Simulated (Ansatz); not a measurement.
Ni₃Al (Fm-3m, No. 225, 4 atoms in the cell; start mp-672232; a measured phase of this formula has another space group) was calculated with r²SCAN (PAW; Ansatz, an electronic-structure program).

Settings: plane-wave cutoff 560 eV, 18×18×18 k mesh, Fermi–Dirac smearing 0.05 eV, no spin polarisation, scalar-relativistic PAW data made under PBE.

Cell (relaxed at this level):

```xyz
4
Lattice="0.0000 2.8020 2.8020 2.8020 0.0000 2.8020 2.8020 2.8020 0.0000" Properties=species:S:1:pos:R:3 pbc="T T T"
Al     2.8020     2.8020     2.8020
Ni     1.4010     1.4010     1.4010
Ni     4.2030     4.2030     4.2030
Ni     0.0000     0.0000     0.0000
```

### Question
Give the computed bulk modulus.

### Answer

- bulk modulus = 201 GPa

Note: the run has no spin polarisation, so it can have missed a magnetic state; the bulk modulus is −V dP/dV from two relaxed cells at ±2 % in volume; the relaxation could not lower the start's symmetry, so the cell can be a saddle point above a distorted one.

The computed numbers hold no vibrational or temperature effects.

A start named mp-… is a Materials Project structure, which need not be a measured phase.
